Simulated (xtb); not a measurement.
xtb 6.7.1, GFN2-xTB: Nb(Me)5 ([CH3][Nb]([CH3])([CH3])([CH3])[CH3]), 21 atoms. The geometry is a generated start, not checked to be a minimum at this level.

```
Item                                                                                                           Result
------------------------  -------------------------------------------------------------------------------------------
method                                                                                                       GFN2-xTB
--acc                                                                                                     1 (default)
--etemp (K)                                                                                             300 (default)
detailed input (--input)  none: ANC optimiser, Lindh (1995) Hessian, microcycle=20, maxdispl=1.0, hlow=0.01 (default)
basis functions                                                                                                    45
valence electrons                                                                                                  40
```

```xyz
21

Nb     0.0993    -0.1192    -0.2298
C      1.5122    -0.4243     1.5331
H      1.2380     0.1630     2.4149
H      2.5319    -0.1333     1.2480
H      1.5535    -1.4760     1.8404
C     -1.8954     0.9512    -0.5041
H     -1.7909     1.8631    -1.1061
H     -2.3780     1.2336     0.4394
H     -2.5844     0.2836    -1.0420
C      0.8322     2.0271    -0.0011
H      1.9130     2.0707     0.1778
H      0.3432     2.5678     0.8161
H      0.6366     2.5829    -0.9279
C      0.7836    -1.0888    -2.1084
H     -0.0635    -1.4559    -2.7060
H      1.4369    -1.9519    -1.9159
H      1.3487    -0.3956    -2.7479
C     -1.2107    -1.4835     1.0420
H     -0.6998    -2.4431     1.1998
H     -2.1647    -1.7029     0.5477
H     -1.4416    -1.0684     2.0298
```

Charge 0 and multiplicity 1 are set for this test and not shown to be the ground state.

The structure is relaxed from this start with --opt LEVEL for the levels crude, sloppy, loose, lax, normal, tight, vtight, extreme, once each. Up to the end of the extreme run atoms move by at most 0.19 Å along an axis.

Task: Choose the cheapest level whose final energy lies within 1 meV of that of extreme.

Result: normal: 6 cycles against 41, ending 0.78 meV above.

| level | cycles | energy above the extreme run (meV) | gradient norm (eV/Å) |
|---|---|---|---|
| crude | 1 | 1.7 | 0.18 |
| sloppy | 1 | 1.7 | 0.18 |
| loose | 1 | 1.7 | 0.18 |
| lax | 2 | 1.3 | 0.060 |
| normal | 6 | 0.78 | 0.031 |
| tight | 10 | 0.36 | 0.013 |
| vtight | 31 | 0.044 | 0.0056 |
| extreme | 41 | — | 0.0018 |
